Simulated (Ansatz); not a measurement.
Take BN in the zinc blende structure (space group F-43m, No. 216; a = 3.625 Å) as the base. Axes: x, y, z lie along the cube axes.

One thing is altered: uniaxial stress, 0.5 GPa compression along x, with the cell and atoms free to relax against it.

Levels (all Ansatz, a first-principles code, PAW): PBE (420 eV, no spin-orbit coupling); r2SCAN (500 eV, scalar-relativistic without spin-orbit coupling); HSE06 (420 eV, no spin-orbit coupling); PBE+SOC (420 eV, spin-orbit coupling included).

One geometry, relaxed with PBE, under each level:

The valence-band top lists the three highest levels at Γ (Kramers pairs under SOC), from the VBM.

| level | band gap | lowest conduction level above the VBM at special points | valence-band top at Γ | electron mass | pressure |
|---|---|---|---|---|---|
| PBE | 4.45 eV | M 4.45 eV; X 4.46 eV; S 6.88 eV; S₀ 6.88 eV | 0.00, -0.01, -0.01 eV | 0.91 mₑ along k, 0.30 mₑ across (at M) | 0.17 GPa |
| r2SCAN | ? | ? | – | ? | ? |
| HSE06 | 5.76 eV | M 5.76 eV; X 5.78 eV; S 8.33 eV; Γ 10.52 eV | – | – | – |
| PBE+SOC | 4.44 eV | M 4.44 eV; X 4.46 eV; S 6.87 eV; S₀ 6.87 eV | 0.00, -0.01, -0.03 eV | 0.91 mₑ along k, 0.30 mₑ across (at M) | 0.17 GPa |

Problem. Give the withheld r2SCAN results.

Solution. 
- r2SCAN, band gap: 4.97 eV
- r2SCAN, lowest conduction level above the VBM at special points: M 4.97 eV; X 4.99 eV; S 7.47 eV; S₀ 7.47 eV
- r2SCAN, electron mass: 0.87 mₑ along k, 0.29 mₑ across (at M)
- r2SCAN, pressure: -4.58 GPa

Single points use the geometry relaxed with PBE. Their cutoffs differ, which shifts pressures a little. The hybrid gap comes from the SCF mesh plus the semilocal run's edge points and a few special points and is an upper bound. The spin-orbit shifts are approximate. Load acts through the strain it causes; cell and atoms are relaxed under it. Masses are band curvatures over ±0.01 Å⁻¹ around the edge. Along k means along the line from Γ to the band edge. Beyond what the load breaks, stability against distortions was not tested. Labels are those of the standard path for the cell's own space group.
